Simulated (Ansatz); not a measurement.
Defect migration in wurtzite GaN: Sc-vacancy pair (Sc on one host Ga site, one Ga site vacant), charge state -3. Level of theory: PBE, PAW (plane waves to 420 eV; Ansatz, a program for electronic structure).

Cell of 72 host sites held at the relaxed PBE lattice; one k-point at (0.125, 0.250, 0.250); Fermi-Dirac width 0.01 eV, spin-restricted; finite-size errors left in. Static, classical nuclei. The charge state is imposed; whether it is stable for some Fermi level was not computed. Forms of the defect that were not tried may lie lower. The start lies 0.21 eV above the lowest site run (PBE).

Barriers: single points on a 2×2×2 k-point mesh shifted by half a step along c at the bands' geometries (they differ from the bands' own by up to 0.05 eV, and are uncertain by about as much).

The step: one Ga atom jumps into the vacancy from a nearby Ga site (Sc-vacancy distance between ideal sites 3.21 → 4.55 Å). Atoms about the jump, Cartesian Å from the middle of the jump, before and after:

```tsv
atom	x0	y0	z0	x1	y1	z1
Ga1	0.78	1.34	-0.02	-0.78	-1.34	0.02
N2	-0.78	0.59	-0.70	-0.90	0.39	-0.69
N3	0.96	-2.41	-0.65	0.82	-2.34	-0.55
N4	2.45	0.45	-0.63	2.54	0.39	-0.69
N5	0.83	1.37	1.98	0.83	1.37	2.17
N6	-0.77	-1.42	2.19	-0.79	-1.41	2.01
Ga7	2.40	-1.43	0.01	2.43	-1.34	0.01
Ga8	-0.78	0.40	2.59	-0.75	0.47	2.60
N9	2.45	-1.41	2.01	2.44	-1.41	2.01
Ga10	-0.81	0.45	-2.57	-0.79	0.47	-2.56
Ga11	-2.35	1.34	-0.01	-2.34	1.36	-0.01
Ga12	0.80	-2.32	2.61	0.83	-2.33	2.62
Ga13	2.43	0.44	2.62	2.40	0.47	2.60
Sc14	0.78	-2.30	-2.59	0.82	-2.31	-2.62
Ga15	2.45	0.46	-2.60	2.44	0.47	-2.56
N16	-2.50	-2.40	-0.70	-2.38	-2.35	-0.61
```

Problem. Give the saddle-point geometry and the barrier.

Solution. 
| atom | x | y | z |
|---|---|---|---|
| Ga1 | 0.32 | -0.20 | 0.26 |
| N2 | -0.97 | 0.59 | -0.76 |
| N3 | 0.93 | -2.17 | -0.49 |
| N4 | 2.38 | 0.32 | -0.58 |
| N5 | 0.79 | 1.21 | 2.00 |
| N6 | -0.68 | -1.31 | 2.03 |
| Ga7 | 2.65 | -1.50 | 0.04 |
| Ga8 | -0.83 | 0.47 | 2.74 |
| N9 | 2.53 | -1.45 | 2.04 |
| Ga10 | -0.85 | 0.49 | -2.61 |
| Ga11 | -2.45 | 1.41 | 0.00 |
| Ga12 | 0.85 | -2.31 | 2.64 |
| Ga13 | 2.43 | 0.41 | 2.64 |
| Sc14 | 0.77 | -2.28 | -2.53 |
| Ga15 | 2.40 | 0.43 | -2.53 |
| N16 | -2.39 | -2.36 | -0.68 |
It lies 2.20 eV above the start and 2.04 eV above the end. The program found a first-order saddle point.
